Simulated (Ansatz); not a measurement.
Start from AsP in the rock salt structure (space group Fm-3m, No. 225; a hypothetical phase, not in the database extracts checked; relaxed with 0.1 eV smearing).

```
CELL_PARAMETERS angstrom
      0.00000     2.58574     2.58574
      2.58574     0.00000     2.58574
      2.58574     2.58574     0.00000
ATOMIC_POSITIONS crystal
  P  0.00000 0.00000 0.00000
  As 0.50000 0.50000 0.50000
```

Cartesian axes are those of the cell as printed.

Calculations: r2SCAN (Ansatz, a program for electronic structure, PAW, scalar-relativistic without spin-orbit coupling).

Now apply this change: uniaxial strain ε_xx = +5.54 %, all other strain components held at zero, atoms relaxed at fixed cell.

### Question
Predict the stress tensor and what it implies for the stiffness.

### Answer
Stress of the strained cell less that of the base (GPa, compression positive):
```
   -9.5     0.0     0.0
    0.0    -1.5     0.0
    0.0     0.0    -1.5
```

Then −Δσ_ii/ε with ε = 0.0554 gives secant stiffness values (nonlinear terms included at this strain): C11 ≈ 172 GPa, C12 ≈ 26 GPa and C13 ≈ 26 GPa.

As a check, the harmonic strain energy −½ V₀ Δσ:ε is 28 meV/atom; the computed energy rise is 32 meV/atom.

Whether these cells are dynamically stable was not tested. All final runs are without spin polarisation.
